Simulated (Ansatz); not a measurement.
SrGaSnH (space group P3m1, No. 156)

```xyz
4
Lattice="4.4230 0.0000 0.0000 -2.2115 3.8304 0.0000 0.0000 0.0000 5.0210" Properties=species:S:1:pos:R:3 pbc="T T T"
Sr     0.0000     0.0000     5.0138
Ga     2.2115     1.2768     3.0022
Sn     0.0000     2.5536     2.2588
H      2.2115     1.2768     4.7345
```

Calculations: PBEsol/PAW in Ansatz (an electronic-structure program), without spin-orbit coupling. k-mesh 9×9×7 (Γ-centred); smearing 0.05 eV (Fermi–Dirac).

```json
{
  "volume_per_atom": "21.27 Å³",
  "density": "5.41 g/cm³",
  "band_gap": "0.45 eV, indirect, A → k = (0, 0.444, -0.143) in the run's primitive reciprocal basis",
  "Lowest conduction-band minima above the VBM": "M (1/2, 0, 0) 0.48 eV; K (1/3, 1/3, 0) 0.51 eV; A (0, 0, 1/2) 0.61 eV; Γ 0.75 eV",
  "total_energy": "-3300.706 eV/atom (σ→0; compares only within this code and set-up)"
}
```

Whether these cells are dynamically stable was not tested.
